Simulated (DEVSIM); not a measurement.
System: Ge n+/n-/n+ resistor, at 250 K.

| layer (left to right) | material | thickness (μm) | Nd (cm⁻³) | τn (s) | τp (s) |
|---|---|---|---|---|---|
| 1 | Ge | 0.400 | 2.6e17 | 1e-6 | 1e-6 |
| 2 | Ge | 0.140 | 1.9e14 | 1e-6 | 1e-6 |
| 3 | Ge | 0.470 | 9e15 | 1e-6 | 1e-6 |

Left contact: ohmic. Right contact: ohmic. Voltage is applied to the left contact. Recombination: SRH at mid-gap, radiative. Mobility is μmin + (μ − μmin)/(1 + (N/Nref)^α).

The device is made up for the run: typed textbook-type constants, with dimensions and the other settings drawn at random. Values at 300 K; Nc and Nv go as T^1.5, mobilities as T to minus their exponent, the gap by Varshni's rule with the affinity fixed.

| parameter | Ge |
|---|---|
| gap (eV) | 0.664 |
| affinity (eV) | 4 |
| permittivity | 16 |
| Nc (cm⁻³) | 1.04e19 |
| Nv (cm⁻³) | 6e18 |
| μn (cm²/Vs) | 3900 |
| μp (cm²/Vs) | 1900 |
| μn,min | 150 |
| μp,min | 100 |
| Nref,n | 2.6e17 |
| Nref,p | 4e17 |
| αn | 0.56 |
| αp | 0.6 |
| T exponent of μn | 1.66 |
| T exponent of μp | 2.33 |
| B (cm³/s) | 6.4e-14 |
| Varshni α (eV/K) | 0.000477 |
| Varshni β (K) | 235 |

Model (solved in DEVSIM): 1D drift-diffusion, Boltzmann statistics, complete ionisation; no tunnelling, impact ionisation, image-force lowering or self-heating.

**Question.** Give the dark forward current.

**Answer.** 
(V (V), J (A/cm²)): (0.05, 5100); (0.20, 20000); (0.35, 35000); (0.50, 51000); (0.65, 66000); (0.80, 81000); (0.95, 97000); (1.10, 110000); (1.25, 130000); (1.40, 140000); (1.55, 160000); (1.70, 170000); (1.85, 190000); (2.00, 200000)
